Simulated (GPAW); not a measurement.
## Variants of one calculation on LaB6 (Pm-3m, 7 atoms in the cell)

```
CELL_PARAMETERS angstrom
      4.15706     0.00000     0.00000
      0.00000     4.15706     0.00000
      0.00000     0.00000     4.15706
ATOMIC_POSITIONS crystal
  La 0.00000 0.00000 0.00000
  B  0.19853 0.50000 0.50000
  B  0.50000 0.19853 0.50000
  B  0.80147 0.50000 0.50000
  B  0.50000 0.80147 0.50000
  B  0.50000 0.50000 0.19853
  B  0.50000 0.50000 0.80147
```

Base run A: GPAW with PBE, GPAW PAW datasets PBE (gpaw-data 1.0.1), self-consistent single point.

Its settings: mode = pw; ecut = 950 eV; xc = PBE; kpts = 8 8 8; mesh shift (steps) = 0.5 0.5 0.5; occupations.name = methfessel-paxton; occupations.width = 0.05 eV; occupations.order = 1; nbands = -13; symmetry.symmorphic = false; symmetry.tolerance = 0.0005; maxiter = 150.

The starting cell comes from a database of published, mostly measured structures (it also holds non-ambient and calculated ones), without a prior relaxation at this level.

ΔF is the free energy per atom less that of run A. A dash stands where there is no value to compare (another energy zero or no entropy term, no result, no spin, no clean gap, or a mesh too coarse for one). Absolute energies have different zeros for different potentials, functionals, Hubbard and dispersion terms and are not compared across them.

Run A gave: largest force (eV/Å) 0.350; k-points 20.

Runs:
- B: kpts: 8 8 8 → 6 6 6
- C: occupations.width: 0.05 eV → 0.2 eV
- D: lattice scaled by 0.97
- E: kpts: 8 8 8 → 7 7 7; occupations.width: 0.05 eV → 0.1 eV
- F: nbands: -13 → -16
- G: dispersion: default → d3bj_atm [PBE-D3(BJ)+ATM]
- H: mixer.beta: default → 0.05; mixer.nmaxold: default → 8
- I: convergence.density: default → 0.0001 e/electron; convergence.energy: default → 0.0005 eV/electron; convergence.eigenstates: default → 4e-08
- J: eigensolver: default → {name: rmm-diis, niter: 5}
- K: dedecut: default → estimate

### Question
What does run E change against A?

### Answer
The free energy hardly moves (within 1 meV/atom) and the largest force goes from 0.350 to 0.305 eV/Å.

| run | ΔF (meV/atom) | largest force (eV/Å) | k-points |
|---|---|---|---|
| A | 0.00 | 0.350 | 20 |
| B | -2.6 | 0.324 | 10 |
| C | -0.36 | 0.343 | 20 |
| D | 47.7 | 0.072 | 20 |
| E | -0.72 | 0.305 | 20 |
| F | 0.00 | 0.345 | 20 |
| G | – | 0.347 | 20 |
| H | 0.00 | 0.347 | 20 |
| I | 0.00 | 0.350 | 20 |
| J | 0.00 | 0.346 | 20 |
| K | 0.00 | 0.350 | 20 |
